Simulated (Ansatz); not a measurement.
Here is the system:

End structure of the (331) surface of diamond (in the relaxation 2 C–C bonds broke), no caps (bottom of the slab: built like the top, H on every dangling bond, free):

```yaml
crystal:
  lattice:
    - [5.05093, 0.00000, 0.00000]
    - [1.26273, 5.50413, 0.00000]
    - [0.00000, 0.00000, 25.50000]
  atoms:
    - { symbol: C, position: [0.13214, 0.47147, 0.35670] }
    - { symbol: C, position: [0.63214, 0.47147, 0.35670] }
    - { symbol: C, position: [0.84404, 0.62388, 0.36393] }
    - { symbol: C, position: [0.34404, 0.62388, 0.36393] }
    - { symbol: C, position: [0.97273, 0.10912, 0.38924] }
    - { symbol: C, position: [0.47273, 0.10912, 0.38924] }
    - { symbol: C, position: [0.68422, 0.26316, 0.39640] }
    - { symbol: C, position: [0.18422, 0.26316, 0.39640] }
    - { symbol: C, position: [0.81573, 0.73710, 0.41958] }
    - { symbol: C, position: [0.31573, 0.73710, 0.41958] }
    - { symbol: C, position: [0.52636, 0.89460, 0.42768] }
    - { symbol: C, position: [0.02636, 0.89460, 0.42768] }
    - { symbol: C, position: [0.65766, 0.36939, 0.45243] }
    - { symbol: C, position: [0.15766, 0.36939, 0.45243] }
    - { symbol: C, position: [0.36819, 0.52725, 0.46021] }
    - { symbol: C, position: [0.86819, 0.52725, 0.46021] }
    - { symbol: C, position: [0.50000, 0.00000, 0.48439] }
    - { symbol: C, position: [0.00000, 0.00000, 0.48439] }
    - { symbol: C, position: [0.21053, 0.15789, 0.49243] }
    - { symbol: C, position: [0.71053, 0.15789, 0.49243] }
    - { symbol: C, position: [0.34211, 0.63158, 0.51653] }
    - { symbol: C, position: [0.84211, 0.63158, 0.51653] }
    - { symbol: C, position: [0.05263, 0.78947, 0.52456] }
    - { symbol: C, position: [0.55263, 0.78947, 0.52456] }
    - { symbol: C, position: [0.18421, 0.26316, 0.54866] }
    - { symbol: C, position: [0.68421, 0.26316, 0.54866] }
    - { symbol: C, position: [0.89474, 0.42105, 0.55669] }
    - { symbol: C, position: [0.39474, 0.42105, 0.55669] }
    - { symbol: C, position: [0.02529, 0.89882, 0.58085] }
    - { symbol: C, position: [0.52529, 0.89882, 0.58085] }
    - { symbol: C, position: [0.73933, 0.04267, 0.58257] }
    - { symbol: C, position: [0.23933, 0.04267, 0.58257] }
    - { symbol: C, position: [0.86674, 0.53305, 0.61549] }
    - { symbol: C, position: [0.36674, 0.53305, 0.61549] }
    - { symbol: C, position: [0.57789, 0.68844, 0.62251] }
    - { symbol: C, position: [0.07789, 0.68844, 0.62251] }
    - { symbol: C, position: [0.69308, 0.22769, 0.66854] }
    - { symbol: C, position: [0.19308, 0.22769, 0.66854] }
    - { symbol: C, position: [0.41547, 0.33814, 0.65671] }
    - { symbol: C, position: [0.91547, 0.33814, 0.65671] }
    - { symbol: C, position: [0.53867, 0.84537, 0.67120] }
    - { symbol: C, position: [0.03867, 0.84537, 0.67120] }
    - { symbol: C, position: [0.25881, 0.96480, 0.67883] }
    - { symbol: C, position: [0.75881, 0.96480, 0.67883] }
    - { symbol: H, position: [0.15180, 0.39283, 0.31671] }
    - { symbol: H, position: [0.65180, 0.39283, 0.31671] }
    - { symbol: H, position: [0.80805, 0.76786, 0.33405] }
    - { symbol: H, position: [0.30805, 0.76786, 0.33405] }
    - { symbol: H, position: [0.98934, 0.04267, 0.34848] }
    - { symbol: H, position: [0.48934, 0.04267, 0.34848] }
```

Set-up: 50 atoms, 9.4 Å thick at the start with caps and adatoms (thin: gaps and levels are the slab's own); mesh 5x4x1; 0.025 eV smearing; dipole correction on; 12 atoms held, the rest relaxed; symmetry of the start imposed; no spin (in PBE a spin-polarised start ends 0.09 eV a cell lower), no spin-orbit, no U. The slab shows no gap on its mesh. In PBE it lies 0.04 eV a 1x1 cell over the lowest computed structure of the same composition (no caps, spin-polarised start).

**Question.** What is the computed work function of the top face (PBE in Ansatz, a first-principles code)?

**Answer.** 4.68 eV
